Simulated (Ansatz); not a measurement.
The starting structures come from a database of crystals and need not be the phases stable at ambient conditions.

The decay constant κ of evanescent states in the gap governs leakage through a thin film.

Given:

```yaml
crystal:
  lattice:
    - [6.19781, 0.15746, 0.00000]
    - [0.57721, 9.74466, 0.00000]
    - [3.09891, 0.07873, 5.96473]
  atoms:
    - { symbol: Ga, position: [0.67222, 0.57898, 0.26026] }
    - { symbol: Ga, position: [0.32778, 0.42102, 0.73974] }
    - { symbol: Ga, position: [0.06752, 0.92102, 0.26026] }
    - { symbol: Ga, position: [0.93248, 0.07898, 0.73974] }
    - { symbol: H, position: [0.56522, 0.64831, 0.11397] }
    - { symbol: H, position: [0.43478, 0.35169, 0.88603] }
    - { symbol: H, position: [0.32081, 0.85169, 0.11397] }
    - { symbol: H, position: [0.67919, 0.14831, 0.88603] }
    - { symbol: Cl, position: [0.04288, 0.57605, 0.21939] }
    - { symbol: Cl, position: [0.95712, 0.42395, 0.78061] }
    - { symbol: Cl, position: [0.73774, 0.92395, 0.21939] }
    - { symbol: Cl, position: [0.26226, 0.07605, 0.78061] }
    - { symbol: Cl, position: [0.56058, 0.35388, 0.35999] }
    - { symbol: Cl, position: [0.43942, 0.64612, 0.64001] }
    - { symbol: Cl, position: [0.07943, 0.14612, 0.35999] }
    - { symbol: Cl, position: [0.92057, 0.85388, 0.64001] }
```

Space group of this cell: C2/c. The cell was relaxed by PBE-D3(BJ); by r2SCAN its mean pressure is -0.6 GPa.

Transport runs along the normal of the first two printed cell vectors.

No gap correction and no spin-orbit coupling; mid-gap values are interpolated between computed energies.

Question: Compute, with Ansatz (an electronic-structure program) with r2SCAN, the band gap and the smallest decay constant κ at mid-gap.

Answer: Gap 5.22 eV on a 6×4×6 mesh; κ = 0.435 1/Å, at (0.500, 0.000) of the in-plane reciprocal vectors. At the zone centre, at the nearest computed energy, the slowest state has κ = 0.49 1/Å.
